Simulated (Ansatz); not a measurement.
System: ZrSe (P-6m2, No. 187, 2 atoms in the cell; start mp-1183040). Method: LDA (PAW; Ansatz, a quantum-chemistry and plane-wave program).

Numerical settings: plane-wave cutoff 520 eV, 18×18×16 k mesh (along the axes of the cell as run), Fermi–Dirac smearing 0.05 eV, scalar-relativistic PAW data made under PBE.

Cell (relaxed at this level):

```cif
data_SeZr
_chemical_formula_sum 'Zr1 Se1'
_space_group_name_H-M_alt 'P 1'
_space_group_IT_number 1
_cell_length_a 3.50637
_cell_length_b 3.50637
_cell_length_c 3.57346
_cell_angle_alpha 90.000
_cell_angle_beta 90.000
_cell_angle_gamma 120.000
loop_
_space_group_symop_operation_xyz
  'x, y, z'
loop_
_atom_site_label
_atom_site_type_symbol
_atom_site_fract_x
_atom_site_fract_y
_atom_site_fract_z
_atom_site_occupancy
Zr1 Zr 0.00000 0.00000 0.00000 1
Se1 Se 0.33333 0.66667 0.50000 1
```

Q: Predict the bulk modulus.

A: 
* **bulk modulus**: 136 GPa

The run finds no gap.

Note: the bulk modulus is −V dP/dV from two relaxed cells at ±2 % in volume; the relaxation could not lower the start's symmetry, so the cell can be a saddle point above a distorted one.

Computed values are for the static lattice.

Computing time: very roughly 90 core-seconds.

A start named mp-… is a Materials Project structure, which need not be a measured phase.
